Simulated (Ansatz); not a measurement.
Start from HfO₂ (space group P4_2/nmc, No. 137; a = 3.5675 Å, c = 5.1667 Å). Axes: x, y, z lie along a, b, c of the conventional cell.

The change: uniaxial stress, 8 GPa tension along z, with the cell and atoms free to relax against it.

Levels (all Ansatz, an electronic-structure program, PAW, earlier PAW set): PBEsol (420 eV, no spin-orbit coupling); r2SCAN (500 eV, without spin-orbit coupling); HSE06 (420 eV, scalar-relativistic without spin-orbit coupling).

At the geometry relaxed with PBEsol, these levels gave the following band gaps, in shuffled order: (a) 4.61 eV, (b) 6.38 eV, (c) 5.27 eV.

Task: Match each gap to its level.

Result: (a) PBEsol; (b) HSE06; (c) r2SCAN.

Single points use the geometry relaxed with PBEsol. HSE06 was sampled on its mesh, a few special points and the semilocal edge points, so its gap is an upper bound. With Hf present, leaving out spin-orbit coupling can change the band edges. Load acts through the strain it causes; cell and atoms are relaxed under it. Beyond what the load breaks, stability against distortions was not tested. This is not the structure that HfO2 has at room temperature and ambient pressure.
